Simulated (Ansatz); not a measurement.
# fluorite-type NiSi2 (0 0 1) on cubic KTaO3 (0 0 1) (film strained to the substrate, started from cuts of the bulks and a machine-learned relaxation; slabs K3Ta4O11 and Ni4Si8, which can lie off the formulas)

A periodic stack without vacuum, fluorite-type NiSi2 (0 0 1) on cubic KTaO3 (0 0 1) (film strained to the substrate, started from cuts of the bulks and a machine-learned relaxation; slabs K3Ta4O11 and Ni4Si8, which can lie off the formulas): substrate slab K3Ta4O11, film Ni4Si8, surface cells [[0, 1], [-1, 0]] and [[1, 0], [1, 1]], film strained by +4.5 and +4.5 %, outermost planes OTa/OTa and Si/Ni as cut, which need not be the usual terminations and can put a slab off its formula.

The start was prepared with a machine-learned potential, and the result is one local minimum, with the in-plane cell held and forces under 0.04 eV/Å; the film can end far from its bulk form.

All values below come from PBE (plane waves to 420 eV, PAW; Ansatz, an electronic-structure program). Spin–orbit coupling is left out; the runs are not spin-polarised; PBE gaps are too small against experiment. Its k-point mesh 8×8×1, Fermi–Dirac width 0.05 eV.

| Item | Value |
|---|---|
| interface area | 16.2 Å² |
| period | 25.65 Å |
| heights between the nearest atoms of the two slabs at the two interfaces | 2.66 and 1.86 Å |
| Si–Ta contacts across the interfaces within 1.22 times the sum of covalent radii | 2, mean 2.89 Å |
| Ni–Ta contacts across the interfaces within 1.22 times the sum of covalent radii | 2, mean 2.77 Å |
| Ni–O contacts across the interfaces within 1.22 times the sum of covalent radii | 1, mean 1.95 Å |

```
CELL_PARAMETERS angstrom
      4.02459     0.00009     0.00359
      0.00009     4.01922    -0.20804
      0.02372    -2.71753    25.82827
ATOMIC_POSITIONS crystal
  K  0.00292 0.98506 0.11062
  Ta 0.50269 0.38860 0.03299
  O  0.00262 0.42154 0.03468
  O  0.50289 0.91682 0.03121
  O  0.50161 0.49515 0.11083
  K  0.00546 0.15321 0.26761
  Ta 0.50740 0.56420 0.18910
  O  0.99963 0.57404 0.18937
  O  0.50032 0.07417 0.18911
  O  0.49875 0.65130 0.26775
  K  0.01234 0.32302 0.42572
  Ta 0.51341 0.74381 0.34568
  O  0.99639 0.72987 0.34615
  O  0.49822 0.22845 0.34617
  O  0.49242 0.80566 0.42458
  Ta 0.53018 0.91541 0.50149
  O  0.99579 0.88960 0.50331
  O  0.50164 0.38828 0.50474
  Ni 0.00720 0.15085 0.76638
  Ni 0.51118 0.54937 0.66779
  Ni 0.00368 0.34644 0.95878
  Ni 0.50467 0.75049 0.86305
  Si 0.50975 0.09601 0.71400
  Si 0.00697 0.60046 0.71623
  Si 0.00098 0.49556 0.61896
  Si 0.37115 0.98434 0.60859
  Si 0.50411 0.30666 0.91755
  Si 0.00397 0.80161 0.91425
  Si 0.00536 0.70002 0.81527
  Si 0.50630 0.20260 0.81582
```
